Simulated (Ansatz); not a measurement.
The reference is EuO in the rock salt structure (space group Fm-3m, No. 225; a = 4.965 Å; ferromagnetic; relaxed with 0.1 eV smearing). Axes: x, y, z lie along the cube axes.

The values are results of PBEsol in Ansatz (plane waves to 420 eV, PAW, no spin-orbit coupling), not measurements.

Strains are applied to the cell and any free atomic positions relax; under biaxial strain the out-of-plane vector relaxes too.

One change was made to it. Results:

```tsv
quantity	base	after
energy relative to the base (free energy F)	0 meV/atom	+3.1 meV/atom
magnetic state	ferromagnetic	ferromagnetic
largest site moment	6.50 μB	6.50 μB
```

### Question
Name the change that was made.
(A) strain tensor (xx, yy, zz, yz, xz, xy) = (−0.13, +0.70, +0.47, −0.16, +1.37, −0.25) %
(B) isotropic strain +3.94 %
(C) biaxial strain +1.85 %, plane normal [001], relaxed out of plane
(D) uniaxial strain ε_zz = +4.54 %
(E) biaxial strain −4.11 %, plane normal [001], relaxed out of plane

### Answer
A, strain tensor (xx, yy, zz, yz, xz, xy) = (−0.13, +0.70, +0.47, −0.16, +1.37, −0.25) %. For comparison, the energy relative to the base in the other runs: isotropic strain +3.94 % gives +65 meV/atom; uniaxial strain ε_zz = +4.54 % gives +20 meV/atom; biaxial strain −4.11 %, plane normal [001], relaxed out of plane gives +52 meV/atom; biaxial strain +1.85 %, plane normal [001], relaxed out of plane gives +8.2 meV/atom.

Other magnetic orders, which the real material may have, were not ruled out. The state of the 4f shell was not checked for lower solutions. Stability against distortions was not tested. No Hubbard U is applied, and correlation can decide whether such a compound is a metal.

Ansatz is a quantum-chemistry and plane-wave program.
